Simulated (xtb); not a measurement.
xtb 6.7.1, GFN2-xTB: Fe(Cl)(acac)(OH2)2 (CC1=CC(C)=[O]->[Fe](<-[OH2])(<-[OH2])([Cl])[O]1), charge 0, multiplicity 5, 22 atoms. The geometry is a generated start, not checked to be a minimum at this level.

```yaml
run_flags: --grad
method: GFN2-xTB
"--acc": 1 (default)
"--etemp (K)": 300 (default)
basis_functions: 67
valence_electrons: 70
```

```xyz
22

Fe    -0.3323     1.7791     0.8957
Cl     1.1097     3.2220     1.4622
C      0.5522    -0.4119    -3.0260
C      0.3714    -0.2050    -1.5349
C      0.6653    -1.2916    -0.7038
C      0.5328    -1.2998     0.6884
C      0.9212    -2.5767     1.4089
O      0.1275    -0.3402     1.3960
O     -0.0542     0.9162    -1.1542
H      1.3877    -1.0768    -3.2319
H     -0.3555    -0.8604    -3.4321
H      0.7123     0.5468    -3.5161
H      1.0223    -2.1944    -1.1733
H      0.3934    -2.6426     2.3577
H      0.7075    -3.4540     0.8026
H      1.9920    -2.5490     1.6152
O     -2.0427     2.8071    -0.4809
H     -1.7361     2.3916    -1.2979
H     -1.8545     3.7468    -0.5656
O     -1.6122     1.3261     2.9111
H     -1.1407     1.7728     3.6218
H     -1.3673     0.3939     2.9572
```

Charge 0 and multiplicity 5 are set for this test and not shown to be the ground state. GFN-xTB has no spin term: --uhf 4 sets the occupations alone.

One run each on 1 thread. Values of broydamp tried: 0.02, 0.05, 0.1, 0.2, 0.4 (default), 0.6, 0.8, 1.

### Question
Which value of broydamp needs the fewest SCC iterations, and what happens away from it?

### Answer
Fewest SCC iterations: 0.4 (default) with 14. The count rises to 27 at 0.02. All converge to one solution.

```tsv
broydamp	SCC iterations	end
0.02	27	same solution
0.05	23	same solution
0.1	20	same solution
0.2	16	same solution
0.4 (default)	14	same solution
0.6	19	same solution
0.8	18	same solution
1	19	same solution
```
